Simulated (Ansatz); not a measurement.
Input and output of a dielectric-response calculation for NaCl (Fm-3m, 2 atoms in the cell) (Ansatz, a program for electronic structure).

Method of the run: PBE (plane waves, PAW; Ansatz).

```
NaCl
1.0
    0.00000     2.82846     2.82846
    2.82846     0.00000     2.82846
    2.82846     2.82846     0.00000
Na Cl
1 1
Cartesian
  0.00000   0.00000   0.00000
  2.82846   2.82846   2.82846
```

Reference input (self-consistent single point, DFT, PBE, plane waves, default PAW files): basis.ecutwfc = 30.9 Ry; kpoints.mp_grid.grid = 8 8 8; hamiltonian.xc = pbe; hamiltonian.pseudopotentials = {kind: paw} (the program's default PAW files); scf.occupations.method = fermi_dirac; scf.occupations.width = 0.0007 Ry. This run's input differs from it in these lines:

Ansatz 0.2 input:
```diff
@@ -12,3 +12,3 @@
 kpoints:
-  mp_grid: { grid: [8, 8, 8] }
+  mp_grid: { grid: [12, 12, 12] }
 hamiltonian:
@@ -17,7 +17,4 @@
 scf:
-  occupations: { method: fermi_dirac, width: 0.0007 Ry }
-output:
-  forces: true
-  eigenvalues: true
-  stress: true
+  occupations: { method: fixed }
+dielectric: {}
```

Log, with long lists cut:

```
SCF iter   1: F=—  HF=-2569.553694 eV  |F-HF|=—  |Δ(HF+E_count)|=         —  Δρ=9.35e-4  dr2=5.58e-4  ethr=1.77e-3  ⟨swp⟩=5.0  Hψ=9945  notcnv=0  defer=286
all-band conjugate gradients solve this SCF's bands
preconditioner: auto → none
SCF iter   2: F=—  HF=-2569.553813 eV  |F-HF|=—  |Δ(HF+E_count)|=   1.19e-4  Δρ=1.05e-3  dr2=7.65e-4  ethr=3.49e-6  ⟨swp⟩=2.0  Hψ=4744  notcnv=0  defer=322
SCF iter   3: F=—  HF=-2569.553609 eV  |F-HF|=—  |Δ(HF+E_count)|=   2.05e-4  Δρ=5.23e-4  dr2=1.95e-4  ethr=3.49e-6  ⟨swp⟩=2.0  Hψ=2234  notcnv=0  defer=322
   [... lines left out ...]
SCF iter   7: F=—  HF=-2569.553539 eV  |F-HF|=—  |Δ(HF+E_count)|=   1.52e-7  Δρ=1.21e-5  dr2=1.05e-7  ethr=3.53e-9  ⟨swp⟩=2.0  Hψ=2481  notcnv=0
SCF iter   8: F=—  HF=-2569.553539 eV  |F-HF|=—  |Δ(HF+E_count)|=   3.20e-8  Δρ=3.45e-6  dr2=8.57e-9  ethr=6.59e-10  ⟨swp⟩=2.0  Hψ=2432  notcnv=0
SCF iter   9: F=—  HF=-2569.553539 eV  |F-HF|=—  |Δ(HF+E_count)|=   2.76e-9  Δρ=4.57e-7  dr2=1.51e-10  ethr=5.35e-11  ⟨swp⟩=2.0  Hψ=2569  notcnv=0
SCF iter  10: F=-2569.553539 eV  HF=-2569.553539 eV  |F-HF|=9.09e-13  |Δ(HF+E_count)|=  5.32e-11  Δρ=1.31e-8  dr2=2.77e-14  ethr=1.00e-12  ⟨swp⟩=4.0  Hψ=6705  notcnv=0
SCF 1 converged in 10 iterations: F = -2569.553539 eV  dr2 = 2.77e-14
DFPT response loops at Γ: preconditioner auto → none (the input reference at scf.mixing.eps_inf says where Resta's filter doesn't serve); β = 0.50 …
Free energy (F): -2569.553539 eV
Internal energy: -2569.553539 eV  (E = F + TS)
E sigma→0 (E₀):  -2569.553539 eV
Fermi energy:    1.036743 eV
--- Dielectric response (ions clamped): 1 representative field direction + reference, on 163 of 1728 k-points (Σ response iterations 7) ---
  k mesh reduced under 8 symmetry operations, with k and −k counted as one. Each operation leaves every solved perturbation unchanged …
  ε∞ (high-frequency dielectric tensor):
        2.496887    -0.000000    -0.000000
   [... lines left out ...]
        -0.00000    1.10051   -0.00000
        -0.00000   -0.00000    1.10051
    site 1:
        -1.10051   -0.00000    0.00000
         0.00000   -1.10051    0.00000
         0.00000    0.00000   -1.10051
  Z* charge neutrality: 2.404e-5 e pre-enforcement
  k-mesh period / interband length: 48.0 Å / 1.30 Å = 36.88 at k = (0.0000, 0.0000, 0.0000), direct gap 5.073 eV — 14 or more, which is no proof of convergence
```

The run converged in 10 iterations. 

Summary of the result:
| Property | Result |
|---|---|
| Free energy E − TS (on the zero of these files) | -2569.5535 eV |
| Top of the valence band (on the code's own zero) | 1.04 eV |
| Gap on the k-point mesh | 5.07 eV |
| ε∞ at this k-point mesh, which may be far from converged in small-gap cells (xx, yy, zz) | 2.50, 2.50, 2.50 |
| Born charges at this mesh (mean of the diagonal, e) | Na 1.10, Cl -1.10 |

The starting cell has typed, rounded lattice constants, without a prior relaxation at this level. Its lattice was rescaled by up to half a per cent.
